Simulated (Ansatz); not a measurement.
```
Si3N4
1.0
    7.63054     0.00000     0.00000
   -3.81527     6.60824     0.00000
    0.00000     0.00000     2.91511
Si N
6 8
Cartesian
 -1.38120   5.45645   2.18633
  5.19647   1.15179   0.72878
  2.21452   1.53207   0.72878
  1.60075   5.07617   2.18633
 -0.21956   2.68387   2.18633
  4.03483   3.92438   0.72878
  0.00000   4.40549   2.18633
  3.81527   2.20275   0.72878
  4.84371   4.42859   2.18633
 -1.02845   2.17965   0.72878
 -1.41341   6.40907   0.72878
  5.22868   0.19917   2.18633
  1.37341   1.98049   2.18633
  2.44186   4.62775   0.72878
```

No spin polarisation.

Method: Ansatz (a quantum-chemistry and plane-wave program) PBE, no spin-orbit coupling. Settings: 4×4×9 k-points, 0.05 eV Fermi–Dirac smearing.

### Question
What is the computed electron mass?

### Answer
0.22 mₑ along c, 1.4 mₑ across (at Γ).

### Question
What is the computed band gap?

### Answer
4.30 eV.

Load acts through the strain it causes; cell and atoms are relaxed under it. Effective masses come from finite differences of ±0.01 Å⁻¹. Whether these cells are dynamically stable was not tested. The cell was made from Si$_{3}$N$_{4}$ (space group P6_3/m, No. 176) by this change: pressure 3 GPa.
